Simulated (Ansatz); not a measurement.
For SnTe (model structure, started from the PtS type, P4₂/mmc, No. 131, 4 atoms in the cell), PBEsol (Ansatz, an electronic-structure program, PAW) gives:

| Quantity | Value |
|---|---|
| equilibrium lattice constant a | 4.023 Å |
| lattice parameter c | 8.762 Å |

Question: What does PBE-D3(BJ) (PAW; Ansatz) give for the same quantities?

Answer: 
- lattice constant a: 4.042 Å (goes up by 0.5 %)
- lattice parameter c: 8.855 Å (rises by 1.1 %)

Changes are worked out from the printed values.

Unless a cell is named, each level is at its own relaxed cell (PBEsol 35.45, PBE-D3(BJ) 36.16 Å³/atom).

Ansatz's density-functional and Hartree–Fock values are scalar-relativistic unless marked +SOC, with PAW data made under PBE.

A model structure was made by putting elements into a prototype or built by hand; it is no filed structure, need not be a known phase, and can be a saddle point held by its symmetry.
